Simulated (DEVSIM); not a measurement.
Device: illuminated Si n-on-p cell, one wavelength, with a back-surface field, at 400 K.

Layer 1 from the left is Si, thickness (μm) 0.310, Nd (cm⁻³) 5.6e18, τn (s) 7.2e-7, τp (s) 6.3e-5, absorption coefficient (cm⁻¹) 2400. Layer 2 from the left is Si, thickness (μm) 74.0, Na (cm⁻³) 2.7e15, τn (s) 7.2e-5, τp (s) 7.2e-5, absorption coefficient (cm⁻¹) 2400. Layer 3 from the left is Si, thickness (μm) 0.440, Na (cm⁻³) 4.7e18, τn (s) 7.2e-5, τp (s) 7.2e-5, absorption coefficient (cm⁻¹) 2400.

Left contact: ohmic, minority hole recombination velocity 500 cm/s. Right contact: ohmic, minority electron recombination velocity 1e6 cm/s. Voltage is applied to the left contact. Recombination: SRH at mid-gap, radiative, Auger. Gap narrowing is on: ΔEg = 6.92 meV × (l + √(l² + 0.5)), l = ln(N/1.3e17 cm⁻³), shared equally by both band edges. Light enters at the left, 7e16 photons cm⁻² s⁻¹, one pass, no reflection. Mobility is constant in doping.

The device is made up for the run: typed textbook-type constants, with dimensions and the other settings drawn at random. Values at 300 K; Nc and Nv go as T^1.5, mobilities as T to minus their exponent, the gap by Varshni's rule with the affinity fixed.

Si: gap (eV) 1.124, affinity (eV) 4.05, permittivity 11.7, Nc (cm⁻³) 2.86e19, Nv (cm⁻³) 3.1e19, μn (cm²/Vs) 1417, μp (cm²/Vs) 470, T exponent of μn 2.3, T exponent of μp 2.2, B (cm³/s) 4.7e-15, Cn (cm⁶/s) 2.8e-31, Cp (cm⁶/s) 9.9e-32, Varshni α (eV/K) 0.000473, Varshni β (K) 636.

Simulated with DEVSIM: 1D drift-diffusion, Boltzmann statistics, complete ionisation; no tunnelling, impact ionisation, image-force lowering or self-heating.

Dark forward current:

| |V| (V) | |J| (A/cm²) |
|---|---|
| 0.05 | 5.027e-6 |
| 0.10 | 2.630e-5 |
| 0.15 | 0.0001167 |
| 0.20 | 0.0005013 |
| 0.25 | 0.002136 |
| 0.30 | 0.009043 |
| 0.35 | 0.03756 |
| 0.40 | 0.1493 |
| 0.45 | 0.5563 |
| 0.50 | 1.916 |
| 0.55 | 6.001 |
| 0.60 | 17.05 |
| 0.65 | 44.30 |
| 0.70 | 106.6 |
| 0.75 | 237.3 |
| 0.80 | 481.3 |
| 0.85 | 872.3 |
| 0.90 | 1417 |
| 0.95 | 2103 |

Q: Work out the local ideality factor n = ΔV / (kT/q · ln(J2/J1)) between the rows 0.15 and 0.20 V, 0.90 and 0.95 V.

A: kT/q = 34.47 mV. From 0.15 to 0.20 V: ln(0.0005013/0.0001167) = 1.458, n = 1.00, near the 1 of diffusion or emission over a barrier. From 0.90 to 0.95 V: ln(2103/1417) = 0.395, n = 3.67.

Q: What current could the absorbed light give at most, and what share is collected?

A: Σ αd = 17.9, so qΦ(1 − exp(−Σ αd)) = 11.2 mA/cm². The simulated short-circuit current is 11.10 mA/cm², a share of 0.99.

Q: Estimate the open-circuit voltage by superposition: the voltage at which the dark current equals that short-circuit current.

A: Interpolating ln J in the table gives 0.307 V. The simulation gives 0.307 V, the same within the digits that matter. Superposition holds where collection doesn't change with voltage.

Q: Estimate the fill factor from FF0 = (v − ln(v + 0.72))/(v + 1), v = qVoc/(nkT), with n from the dark curve.

A: The rows about Voc, 0.30 and 0.35 V, give n = 1.02, so v = 8.74 and FF0 = 0.667. The simulation gives 0.671, the same within the digits that matter.
